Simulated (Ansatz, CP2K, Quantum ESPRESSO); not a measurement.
## One structure in several programs: LaSbTe (P4/nmm, 6 atoms in the cell)

Self-consistent single point.

```xyz
6
Lattice="4.4540 0.0000 0.0000 0.0000 4.4540 0.0000 0.0000 0.0000 9.8374" Properties=species:S:1:pos:R:3 pbc="T T T"
La     0.0000     2.2270     7.1057
La     2.2270     0.0000     2.7316
Sb     0.0000     0.0000     0.0000
Sb     2.2270     2.2270     0.0000
Te     0.0000     2.2270     3.6647
Te     2.2270     0.0000     6.1727
```

Shared settings, as Ansatz (an electronic-structure program) writes them: kpoints.mp_grid.grid = 5 5 3; scf.occupations.method = fermi_dirac; scf.occupations.width = 0.1 eV. Potentials and cutoffs stand in the table.

| code | model | pressure (GPa) | largest force (eV/Å) | cutoff |
|---|---|---|---|---|
| Ansatz | LDA (PW92), PAW files made with PBE | -5.21 | 0.035 | 420 eV |
| CP2K | LDA (Pade form), GPW, DZVP-MOLOPT-SR-GTH basis, GTH-PADE potentials (GTH_POTENTIALS) | -4.47 | 0.124 | grid 500 Ry |
| Quantum ESPRESSO | LDA (PZ), GBRV 1.5 ultrasoft (LDA) pseudopotentials | -5.14 | 0.046 | 40 Ry |

Size of the force on each atom (eV/Å): Sizes of forces hide their directions.

```csv
code,La1,La2,Sb3,Sb4,Te5,Te6
Ansatz,0.025,0.025,0.000,0.000,0.035,0.035
CP2K,0.124,0.124,0.000,0.000,0.037,0.037
Quantum ESPRESSO,0.046,0.046,0.000,0.000,0.008,0.008
```

On Ansatz's run: spin-orbit coupling is off.

The spread over the programs that give each value: pressure within 0.74 GPa; largest force within 0.089 eV/Å.

CP2K uses small atom-centred bases, whose incompleteness enters pressures, forces and empty levels differently from a plane-wave cutoff. Ansatz's pressure is given at a fixed set of plane waves, as the other plane-wave codes print theirs. The same LDA comes in different parametrisations, which differ slightly. In the force vectors, CP2K (by 0.088) lies more than 0.08 eV/Å from the median of the plane-wave programs.

The starting cell comes from a database of computed structures (which also holds hypothetical and non-ambient phases and stackings), without a prior relaxation at this level. Its lattice was rescaled by a random factor within 2.5 % of one.

Keys are those of Ansatz 0.2.
